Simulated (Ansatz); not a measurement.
System: CsCl-type TiCo. Method: PBEsol (PAW; Ansatz, a program for electronic structure).

Run with plane-wave cutoff 520 eV, 18×18×18 k mesh, Fermi–Dirac smearing 0.05 eV, no spin polarisation, scalar-relativistic PAW data made under PBE.

A third-order Birch–Murnaghan fit to the energies gives V0 = 12.616 Å³/atom, B0 = 196 GPa, B′ = 4.1.

```csv
V (Å³/atom),P (GPa)
11.860,(withheld)
12.113,8.66
12.365,4.10
12.617,-0.02
12.870,(withheld)
13.122,(withheld)
13.374,(withheld)
```

Problem. Estimate the withheld pressures from this fit; the answers are the runs' own values.

Solution. 
- 11.860, P (GPa): 13.72
- 12.870, P (GPa): -3.74
- 13.122, P (GPa): -7.10
- 13.374, P (GPa): -10.14

The formula P = (3/2) B0 (x^(7/3) − x^(5/3)) [1 + (3/4)(B′ − 4)(x^(2/3) − 1)] with x = V0/V meets the computed pressures within 0.03 GPa when these rounded values are put in.

Measured, for comparison: bulk modulus 154 GPa, equilibrium volume per atom 13.43 Å³/atom (room temperature, no zero-point or thermal correction; as tabulated in Yamada et al. (2019), arXiv:1910.09660). Computed (rounded) less measured: bulk modulus +27 %, equilibrium volume per atom -6.0 %.

The computed numbers hold no vibrational or temperature effects.

The result took roughly 60 core-seconds.
